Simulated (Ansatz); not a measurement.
Consider PtSe2 in the CdI2 type structure (space group P-3m1, No. 164; layered; relaxed with 0.1 eV smearing).

```xyz
3
Lattice="3.7722 0.0000 0.0000 -1.8861 3.2668 0.0000 0.0000 0.0000 4.8212" Properties=species:S:1:pos:R:3 pbc="T T T"
Pt     0.0000     0.0000     0.0000
Se     1.8861     1.0889     1.2800
Se     0.0000     2.1779     3.5412
```

Cartesian axes are those of the cell as printed.

Calculations: Kohn–Sham DFT with the PBE-D3(BJ) functional, run in Ansatz (a first-principles code) with PAW and 420 eV plane waves, scalar-relativistic without spin-orbit coupling.

The change: the cell is scaled by 0.9850 in all directions; the atoms relax in the strained cell.

Q: Predict the stress tensor and what it implies for the stiffness.

A: Stress of the strained cell less that of the base (GPa, compression positive):
```
    4.9     0.0     0.0
    0.0     4.9     0.0
    0.0     0.0     2.7
```

Then B = −ΔP/(ΔV/V₀) with ΔV/V₀ = -0.0443 gives secant stiffness values (nonlinear terms included at this strain): B (at held cell shape, above the free-shape value) ≈ 94 GPa.

As a check, the harmonic strain energy −½ V₀ Δσ:ε is 12 meV/atom; the computed energy rise is 11 meV/atom.

Whether these cells are dynamically stable was not tested. All final runs are without spin polarisation.
